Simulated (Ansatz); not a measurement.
An Ansatz (an electronic-structure program) run: SnO2 with a change (uniaxial strain ε_zz = +1.80 %); Ansatz, PBE, PAW, cutoff 420 eV, without spin-orbit coupling.

Input:

Ansatz 0.2 input:
```yaml
crystal:
  lattice:
    - [4.8275706999, 0, 0]
    - [0, 4.8275706999, 0]
    - [0, 0, 3.2964180763]
  atoms:
    - { symbol: Sn, position: [0, 0, 0] }
    - { symbol: Sn, position: [0.5, 0.5, 0.5] }
    - { symbol: O, position: [0.3065802098, 0.3065802098, 0] }
    - { symbol: O, position: [0.8065802098, 0.1934197902, 0.5] }
    - { symbol: O, position: [0.1934197902, 0.8065802098, 0.5] }
    - { symbol: O, position: [0.6934197902, 0.6934197902, 0] }
basis: { ecutwfc: 420, ecutrho_ratio: 4, xc_grid: 2, fft_grid_basis: typed }
kpoints: { mp_grid: { grid: [7, 7, 10] } }
hamiltonian:
  xc: pbe
  dispersion: none
  pseudopotentials: { kind: paw }
scf: { occupations: { method: fermi_dirac, width: 0.05 }, convergence: { dr2_threshold: 0.0000000006 } }
relax: { f_tol: 0.005, max_steps: 50 }
output: { forces: true, stress: true }
checkpoint: { write: state.ck, write_every: 1000 }
```

Output (explanatory and most iteration lines left out):

```
Relaxation: its limit of steps is 50 (relax.max_steps)
Pseudopotential: Sn, paw, valence charge 14
Pseudopotential: O, paw, valence charge 6
Crystal: 6 atoms, lattice volume = 76.824 Å³
Basis set: ecut = 420 eV, 1511 PW (Γ), exchange–correlation on 72×72×48 points (8 copies of the dense FFT grid, shifted against one another)
Bands: 32, of which v1, the nominal top of the filled ones, is band 26 counted from 1 (25 counted from 0)
Symmetry: 16 space group operations
Space group: P42/mnm (ITA 136), of the structure as read, at distance tolerance 4.3e-5 Å
k-points: 60 of 490
Functional: x = pbe(κ = 0.804, μ = 0.2195149727645171), c = pbe(β = 0.06672455060314922)
SCF iter   1: F=—  HF=-14317.939234 eV  |F-HF|=—  |Δ(HF+E_count)|=         —  Δρ=1.48e-3  dr2=8.77e-4  ethr=1.77e-3  ⟨swp⟩=6.0  Hψ=8456  notcnv=0  defer=7
SCF iter   2: F=—  HF=-14317.941005 eV  |F-HF|=—  |Δ(HF+E_count)|=   1.77e-3  Δρ=6.71e-4  dr2=1.48e-4  ethr=1.69e-6  ⟨swp⟩=2.0  Hψ=3977  notcnv=0  defer=14
SCF 1 converged in 8 iterations: F = -14317.941224 eV  dr2 = 1.23e-11
relax step   1: F+E_penalty+E_count = -14317.94122444 eV  Δ(F+E_penalty+E_count) = +0.000e0 eV  max|allowed force component| = 5.585e-2 eV/Å  Δτ_max = 0.0000 Å  (8 SCF iters, accepted)
Crystal: 6 atoms, lattice volume = 76.824 Å³
SCF iter   1: F=—  HF=-14317.941922 eV  |F-HF|=—  |Δ(HF+E_count)|=         —  Δρ=4.94e-4  dr2=8.06e-5  ethr=1.52e-7  ⟨swp⟩=2.0  Hψ=6020  notcnv=0  defer=99
SCF iter   2: F=—  HF=-14317.941835 eV  |F-HF|=—  |Δ(HF+E_count)|=   8.76e-5  Δρ=2.63e-4  dr2=2.55e-5  ethr=1.52e-7  ⟨swp⟩=1.0  Hψ=1821  notcnv=0  defer=99
SCF 2 converged in 6 iterations: F = -14317.941827 eV  dr2 = 5.19e-10
relax step   2: F+E_penalty+E_count = -14317.94182686 eV  Δ(F+E_penalty+E_count) = -6.024e-4 eV  max|allowed force component| = 1.620e-2 eV/Å  Δτ_max = 0.0030 Å  (6 SCF iters, accepted)
Crystal: 6 atoms, lattice volume = 76.824 Å³
SCF iter   1: F=—  HF=-14317.941961 eV  |F-HF|=—  |Δ(HF+E_count)|=         —  Δρ=2.01e-4  dr2=1.33e-5  ethr=2.60e-7  ⟨swp⟩=2.4  Hψ=3921  notcnv=0  defer=99
SCF iter   2: F=—  HF=-14317.941884 eV  |F-HF|=—  |Δ(HF+E_count)|=   7.69e-5  Δρ=1.07e-4  dr2=4.33e-6  ethr=2.56e-8  ⟨swp⟩=1.0  Hψ=2400  notcnv=0  defer=99
SCF 3 converged in 6 iterations: F = -14317.941882 eV  dr2 = 8.87e-11
relax step   3: F+E_penalty+E_count = -14317.94188200 eV  Δ(F+E_penalty+E_count) = -5.514e-5 eV  max|allowed force component| = 7.976e-5 eV/Å  Δτ_max = 0.0012 Å  (6 SCF iters, accepted)
SCF converged after 6 iterations
Free energy (F): -14317.941882 eV
Internal energy: -14317.941827 eV  (E = F + TS)
E sigma→0 (E₀):  -14317.941855 eV
Entropy (-TS):   -0.000055 eV (-0.009 meV/atom)
Fermi energy:    8.735691 eV
--- Forces (eV/Å), atoms counted from 1 ---
  atom   1  Sn     0.00000000    -0.00000000     0.00000000
  atom   2  Sn     0.00000000     0.00000000     0.00000000
  atom   3  O     -0.00007976    -0.00007976     0.00000000
  atom   4  O     -0.00007976     0.00007976     0.00000000
  atom   5  O      0.00007976    -0.00007976     0.00000000
  atom   6  O      0.00007976     0.00007976     0.00000000
--- Stress (GPa, compression-positive) ---
       -2.191860       0.000000       0.000000
        0.000000      -2.191860       0.000000
        0.000000       0.000000      -6.348450
  P = ⅓ Tr σ = -3.5774 GPa (-35.774 kbar)
--- Relaxed structure (3 steps of the walk, 3 accepted, 0 SCFs on fresh bases) ---
  atoms:
    - { symbol: Sn, position: [-2.245854571343643e-20, 7.486181904478794e-21, 0.0] }
    - { symbol: Sn, position: [0.5, 0.5, 0.5] }
    - { symbol: O, position: [0.3071900670313466, 0.3071900670313466, 0.0] }
    - { symbol: O, position: [0.8071900670313467, 0.19280993296865342, 0.5] }
    - { symbol: O, position: [0.19280993296865342, 0.8071900670313467, 0.5] }
    - { symbol: O, position: [0.6928099329686535, 0.6928099329686535, 0.0] }
```

No phonon test of stability was made. The cell was made from SnO$_{2}$ in the rutile structure (space group P4_2/mnm, No. 136) by this change: uniaxial strain ε_zz = +1.80 %.
